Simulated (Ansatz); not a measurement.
For MoP (Pm-3m), PBEsol, DFPT electron-phonon coupling, linearised Boltzmann equation (Ansatz, an electronic-structure program) gives a transport coupling λ_tr = 0.508 and a Drude plasma energy ħω_p = 7.43 eV.

Question: Estimate the resistivity at 300 K from the high-temperature formula ρ = 2π λ_tr k_B T / (ħ ε₀ ω_p²), and say how the full Boltzmann solution compares.

Answer: The scattering rate is 1/τ = 2π λ_tr k_B T/ħ = 1.25e14 s⁻¹ and ω_p = 1.13e16 s⁻¹, so ρ ≈ 11.1 μΩ·cm. The Boltzmann solution gives 9.66 μΩ·cm, 0.87 times the estimate; it lies lower because k_BT is not large against the phonon energies and the solution lets the distribution adjust.

A metal at this level (no band gap). Only scattering by harmonic phonons is included (no impurities, grain boundaries, electron-electron scattering or thermal expansion). Spin-orbit coupling is left out. The self-energy correction of the phonons between q points moved λ by about 5 %. The squared frequency of the phonon mode least converged on the k mesh is uncertain by about 15 %. Halving the electron mesh (28x28x28) moves the resistivity by up to 8 % at 300 K, the coupling by up to 5 %. Smearing 0.20 eV; phonons on a 5x5x5 q mesh, which this run doesn't test.

Computed structure with no diffraction record at hand here (it may be known, metastable or hypothetical): MoP (Pm-3m).
